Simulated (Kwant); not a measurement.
Device: six-terminal Hall bar in a In0.53Ga0.47As two-dimensional gas. Effective mass 0.041 mₑ, grid spacing 12 nm, hard walls, nominal width 300 nm (25 grid rows, so walls 312 nm apart), one parabolic valley, scattering region 780 nm long along x; energies count from the band bottom; Fermi energy 0.00474 eV. Four side probes 150 nm wide, two on each edge; current runs along x; the sign of the Hall resistance is a convention. Perpendicular field swept from 0.13989 to 2.8538 T, also in the leads; orbital effect alone.

Constants are typed, rounded textbook-type inputs, not results; the design itself was drawn at random and stands for no fabricated device.

Computed with Kwant: effective-mass tight-binding model on a square grid, one spin, coherent transport at 0 K. Resistances are in h/e².

### Question
How many Landau levels lie under the Fermi energy, and what Hall resistance follows, at 4.74 meV and 0.278 T; 4.74 meV and 1.43 T; 4.74 meV and 2.12 T; 4.74 meV and 2.35 T?

### Answer
ħωc = ħeB/m = 2.82 meV a tesla; levels lie at (n + ½)ħωc. E/ħωc = 6.04 gives 6 levels and h/(6e²) = 0.167; simulated 0.164, off the plateau. E/ħωc = 1.18 gives 1 level and h/(1e²) = 1.000; simulated 1.000. E/ħωc = 0.79 gives 1 level and h/(1e²) = 1.000; simulated 1.000. E/ħωc = 0.72 gives 1 level and h/(1e²) = 1.000; simulated 1.000. The count is that of a wide sample; where the walls of bar or probes squeeze the orbits, it misses.
